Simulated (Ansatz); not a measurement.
## Hypothetical P6_422 AlP: pressure series

Consider AlP (space group P6_422, No. 181; a = 3.851 Å, c = 8.690 Å; a hypothetical phase, not in the database extracts checked).

Cell and atoms are relaxed at each pressure.

Calculations: Ansatz (a quantum-chemistry and plane-wave program) PBE, no SOC.

| change | lattice parameter a | smallest direct gap | width of the top valence band | band gap |
|---|---|---|---|---|
| base | 3.851 Å | 2.03 eV | 1.78 eV | 0.95 eV |
| pressure −2 GPa | 3.884 Å | 1.88 eV | 1.74 eV | 0.98 eV |
| pressure −1 GPa | 3.867 Å | 1.98 eV | 1.76 eV | 0.97 eV |
| pressure 0.3 GPa | 3.847 Å | 2.03 eV | 1.79 eV | 0.95 eV |
| pressure 0.7 GPa | 3.840 Å | 2.03 eV | 1.80 eV | 0.95 eV |
| pressure 1.5 GPa | 3.828 Å | 2.04 eV | 1.81 eV | 0.94 eV |
| pressure 3 GPa | 3.807 Å | 2.04 eV | 1.84 eV | 0.92 eV |
| pressure 5 GPa | 3.781 Å | 2.05 eV | 1.86 eV | 0.90 eV |
| pressure 7.5 GPa | 3.750 Å | 2.06 eV | 1.89 eV | 0.85 eV |
| pressure 10 GPa | 3.722 Å | 2.06 eV | 1.96 eV | 0.80 eV |

Load acts through the strain it causes; cell and atoms are relaxed under it. Whether these cells are dynamically stable was not tested. No other phases were tried under pressure. The base started in P3_121 and relaxed to P6_422 at this level.
